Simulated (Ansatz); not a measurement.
Input and output of a self-consistent single point for LaNi2B2C (I4mm, 6 atoms in the cell) (Ansatz, an electronic-structure program).

Computed with PBEsol, default PAW files made with PBE (plane waves; Ansatz).

```yaml
crystal:
  lattice:
    - [-1.87976, 1.87976, 4.88465]
    - [1.87976, -1.87976, 4.88465]
    - [1.87976, 1.87976, -4.88465]
  atoms:
    - { symbol: La, position: [0.00512, 0.00512, 0.00000] }
    - { symbol: Ni, position: [0.75000, 0.25000, 0.50000] }
    - { symbol: Ni, position: [0.25000, 0.75000, 0.50000] }
    - { symbol: B, position: [0.34813, 0.34813, 0.00000] }
    - { symbol: B, position: [0.65187, 0.65187, 0.00000] }
    - { symbol: C, position: [0.50000, 0.50000, 0.00000] }
```

Reference input (self-consistent single point, DFT, PBEsol, plane waves, default PAW files made with PBE): basis.ecutwfc = 30.9 Ry; kpoints.mp_grid.grid = 12 12 12; hamiltonian.xc = pbesol; hamiltonian.pseudopotentials = {kind: paw} (the program's default PAW files); scf.occupations.method = fermi_dirac; scf.occupations.width = 0.0073 Ry. This run's input differs from it in these lines:

Ansatz 0.2 input:
```diff
@@ -15,3 +15,3 @@
 kpoints:
-  mp_grid: { grid: [12, 12, 12] }
+  mp_grid: { grid: [20, 20, 20] }
 hamiltonian:
@@ -20,3 +20,3 @@
 scf:
-  occupations: { method: fermi_dirac, width: 0.0073 Ry }
+  occupations: { method: cold, width: 0.022 Ry }
 output:
```

The program printed (abridged):

```
SCF iter   1: F=—  HF=-18326.041754 eV  |F-HF|=—  |Δ(HF+E_count)|=         —  Δρ=7.21e-3  dr2=3.33e-2  ethr=1.77e-3  ⟨swp⟩=4.5  Hψ=78746  notcnv=0
all-band conjugate gradients solve this SCF's bands
preconditioner: auto → Kerker (q_TF=auto, 2.643 Å⁻¹)
SCF iter   2: F=—  HF=-18326.033034 eV  |F-HF|=—  |Δ(HF+E_count)|=   8.72e-3  S|Δr|=    0.00e0  Δρ=3.19e-3  dr2=1.11e-2  ethr=5.85e-5  ⟨swp⟩=2.1  Hψ=44864  notcnv=0
   [... lines left out ...]
SCF iter   5: F=—  HF=-18326.030496 eV  |F-HF|=—  |Δ(HF+E_count)|=   1.42e-5  S|Δr|=    0.00e0  Δρ=6.43e-5  dr2=2.74e-6  ethr=8.40e-8  ⟨swp⟩=2.3  Hψ=35592  notcnv=0
SCF iter   6: F=—  HF=-18326.030496 eV  |F-HF|=—  |Δ(HF+E_count)|=   2.85e-7  S|Δr|=    0.00e0  Δρ=2.47e-5  dr2=2.58e-7  ethr=4.80e-9  ⟨swp⟩=2.0  Hψ=37998  notcnv=0
SCF iter   7: F=-18326.030496 eV  HF=-18326.030496 eV  |F-HF|=1.89e-8  |Δ(HF+E_count)|=   2.55e-8  S|Δr|=    0.00e0  Δρ=5.79e-6  dr2=1.86e-8  ethr=1.75e-10  ⟨swp⟩=9.7  Hψ=98499  notcnv=0
SCF 1 converged in 7 iterations: F = -18326.030496 eV  dr2 = 1.86e-8
Stability not checked (fill_not_monotonic)
Free energy (F): -18326.030496 eV
Internal energy: -18326.017316 eV  (E = F + TS)
E sigma→0 (E₀):  -18326.026102 eV
Entropy (-TS):   -0.013180 eV (-2.197 meV/atom)
Fermi energy:    14.682206 eV
--- Forces (eV/Å), atoms counted from 1 ---
  atom   1  La     0.00000000     0.00000000    -0.31809656
  atom   2  Ni     0.00000000     0.00000000     0.15361564
  atom   3  Ni    -0.00000000    -0.00000000     0.15361564
  atom   4  B     -0.00000000     0.00000000    -0.26436405
  atom   5  B      0.00000000    -0.00000000     0.33072612
  atom   6  C      0.00000000     0.00000000    -0.05548197
--- Stress (GPa, compression-positive) ---
       -2.232318      -0.000000       0.000000
       -0.000000      -2.232318       0.000000
        0.000000       0.000000      -0.213713
  P = ⅓ Tr σ = -1.5594 GPa (-15.594 kbar)
  The stress holds the Pulay correction. Without it, at fixed plane waves, as pw.x and ABINIT print it: P = -1.7048 GPa
```

The run converged in 7 iterations. Against the reference run the free energy rises by 5.9 meV/atom, the pressure hardly changes (-1.51 to -1.56 GPa) and the largest force moves little (0.324 to 0.331 eV/Å).

The starting cell comes from a database of computed structures (which also holds hypothetical and non-ambient phases and stackings), without a prior relaxation at this level. Its lattice was rescaled by up to half a per cent. One atom was moved a little off its site on purpose. Spin polarisation is off. Ansatz's pressure includes its estimate of the finite-basis (Pulay) stress.

Cost on one core of a shared machine: roughly 2 min.
